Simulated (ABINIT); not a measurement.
Worked example: self-consistent single point of NaCa3 (I4/mmm, 4 atoms in the cell) in ABINIT.

Computed with AM05, norm-conserving pseudopotentials (PseudoDojo nc-sr-05 PBE standard, files made for PBE) (plane waves; ABINIT 10.0.3).

```
CELL_PARAMETERS angstrom
     -2.75539     2.75539     5.82613
      2.75539    -2.75539     5.82613
      2.75539     2.75539    -5.82613
ATOMIC_POSITIONS crystal
  Na 0.00000 0.00000 0.00000
  Ca 0.75000 0.25000 0.50000
  Ca 0.25000 0.75000 0.50000
  Ca 0.50000 0.50000 0.00000
```

Reference input (self-consistent single point, DFT, LDA (PW92), plane waves, norm-conserving pseudopotentials (PseudoDojo nc-sr-04 LDA standard)): pseudos = [Na.upf, Ca.upf]; ecut = 44 Ha; occopt = 6; tsmear = 0.00367493 Ha; ngkpt = 4 4 4; nshiftk = 1; shiftk = 0 0 0; potentials = PseudoDojo nc-sr-04 LDA standard; nband = 27; kptopt = 1; nstep = 50; tolvrs = 1e-10. This run's input differs from it in these lines:

```diff
@@ -1,2 +1,2 @@
-# NaCa3, PseudoDojo nc-sr-04 LDA standard
+# NaCa3, PseudoDojo nc-sr-05 PBE standard
 pp_dirpath "./"
@@ -18,2 +18,3 @@
 ecut 44
+ixc -120135
 occopt 6
```

Its files differ too (potentials: PseudoDojo nc-sr-04 LDA standard → PseudoDojo nc-sr-05 PBE standard).

Log, with long lists cut:

```
--- !BeginCycle
solver: {iscf: 7, nstep: 50, nline: 4, wfoptalg: 0, }
tolerances: {tolvrs: 1.00E-10, }
...

     iter   Etot(hartree)      deltaE(h)  residm     vres2
 ETOT  1  -161.20008244126    -1.612E+02 3.916E-01 7.604E+01
 ETOT  2  -161.31430956899    -1.142E-01 7.148E-03 6.424E+00
 ETOT  3  -161.31458748311    -2.779E-04 3.449E-03 5.145E-01
 ETOT  4  -161.31461358130    -2.610E-05 2.085E-03 3.876E-02
 ETOT  5  -161.31461699937    -3.418E-06 1.297E-03 4.837E-03
   [... 4 lines left out ...]
 ETOT 10  -161.31461769017    -1.284E-10 3.586E-04 2.506E-08
 ETOT 11  -161.31461769019    -1.424E-11 5.415E-04 4.470E-09
 ETOT 12  -161.31461769019    -6.082E-12 2.683E-04 1.790E-10
 ETOT 13  -161.31461769018     1.813E-11 2.618E-04 7.246E-12
 At SCF step   13       vres2   =  7.25E-12 < tolvrs=  1.00E-10 =>converged.

 Cartesian components of stress tensor (hartree/bohr^3)
  sigma(1 1)=  3.61217410E-05  sigma(3 2)=  0.00000000E+00
  sigma(2 2)=  3.61217410E-05  sigma(3 1)=  0.00000000E+00
  sigma(3 3)=  4.02353704E-05  sigma(2 1)=  0.00000000E+00

 ----iterations are completed or convergence reached----

 reduced coordinates (array xred) for    4 atoms
       0.000000000000      0.000000000000      0.000000000000
       0.750000000000      0.250000000000      0.500000000000
       0.250000000000      0.750000000000      0.500000000000
       0.500000000000      0.500000000000      0.000000000000
 cartesian forces (eV/Angstrom) at end:
    1      0.00000000000000     0.00000000000000     0.00000000000000
   [... lines left out ...]
 Fermi (or HOMO) energy (hartree) =   0.09893   Average Vxc (hartree)=  -0.26776
   [... lines left out ...]
total_energy        : -1.61314617690175E+02
total_energy_eV     : -4.38959398419650E+03
band_energy         : -3.03406323798043E+01
...

-Cartesian components of stress tensor (GPa)         [Pressure= -1.1031E+00 GPa]
- sigma(1 1)=  1.06273813E+00  sigma(3 2)=  0.00000000E+00
- sigma(2 2)=  1.06273813E+00  sigma(3 1)=  0.00000000E+00
- sigma(3 3)=  1.18376527E+00  sigma(2 1)=  0.00000000E+00

 Calculation completed.
```

The run converged in 13 iterations. Against the reference run the pressure goes from -2.10 to -1.10 GPa.

The starting cell comes from a database of computed structures (which also holds hypothetical and non-ambient phases and stackings), without a prior relaxation at this level. Its lattice was rescaled by a random factor within 2.5 % of one. The potentials were made for another functional than the one used.

Cost on one core of a shared machine: roughly 9 min.
